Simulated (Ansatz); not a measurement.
SiC, pressure series

Start from SiC (space group P6_3mc, No. 186).

```
SiC
1.0
    3.09412     0.00000     0.00000
   -1.54706     2.67959     0.00000
    0.00000     0.00000    10.12917
Si C
4 4
Cartesian
  0.00000   0.00000   0.00313
  0.00000   0.00000   5.06771
  1.54706   0.89320   7.59944
  0.00000   1.78639   2.53486
  0.00000   0.00000   8.23354
  0.00000   0.00000   3.16895
  1.54706   0.89320   5.69476
  0.00000   1.78639   0.63018
```

Cell and atoms are relaxed at each pressure.

Method: PBE (Ansatz, a first-principles code; PAW; 420 eV plane waves; spin-orbit coupling left out), earlier PAW set.

Notes on the quantities. enthalpy: H = E + PV relative to the base's energy.

```tsv
case	smallest direct gap	enthalpy	density	shortest interatomic distance
base	3.34 eV	–	3.17 g/cm³	189.3 pm
pressure −2 GPa	3.34 eV	-0.13 eV/atom	3.14 g/cm³	189.9 pm
pressure −1 GPa	3.34 eV	-0.07 eV/atom	…	…
pressure 0.9 GPa	3.35 eV	+0.06 eV/atom	3.18 g/cm³	189.1 pm
pressure 2.1 GPa	3.35 eV	+0.14 eV/atom	3.20 g/cm³	188.7 pm
pressure 4.5 GPa	3.35 eV	+0.29 eV/atom	3.24 g/cm³	188.1 pm
pressure 9 GPa	3.36 eV	+0.58 eV/atom	3.30 g/cm³	186.9 pm
pressure 15 GPa	3.37 eV	+0.95 eV/atom	3.37 g/cm³	185.4 pm
pressure 22.5 GPa	3.38 eV	+1.41 eV/atom	3.47 g/cm³	183.8 pm
pressure 30 GPa	3.39 eV	+1.85 eV/atom	3.55 g/cm³	182.3 pm
```

Q: Fill in the withheld entries from the trend.

A: 
- pressure −1 GPa, density: 3.16 g/cm³
- pressure −1 GPa, shortest interatomic distance: 189.6 pm

Load acts through the strain it causes; cell and atoms are relaxed under it. No phonon test of stability was made. Competing high-pressure phases were not computed.
